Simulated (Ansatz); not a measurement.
Response to strain in PtS2

Consider PtS2 in the CdI2 type structure (space group P-3m1, No. 164; a = 3.584 Å, c = 4.657 Å; layered, stacked along the Cartesian z axis).

Strains are applied to the cell and any free atomic positions relax.

All numbers come from PBE-D3(BJ)/PAW in Ansatz (a program for electronic structure), no spin-orbit coupling.

Notes on the quantities. energy relative to the base: free energy F.

| isotropic strain (%) | energy relative to the base (meV/atom) |
|---|---|
| -2.5 | 27.8 |
| -2 | 17.5 |
| -1.5 | ? |
| -1 | 4.2 |
| -0.5 | 1.0 |
| 0 | 0.0 |
| 0.5 | 1.0 |
| 1.5 | 8.7 |
| 3 | 33.2 |

**Question.** Fit ΔE = Aε² + Bε³ (ε in %) to the rows shown and predict the withheld row.

**Answer.** Least squares on the printed values gives A = 4.10 and B = -0.14 meV/atom (largest residual 0.1 meV/atom); this predicts 9.7 meV/atom, and the run gives 9.7 meV/atom, in agreement.

No phonon test of stability was made. All final runs are without spin polarisation.
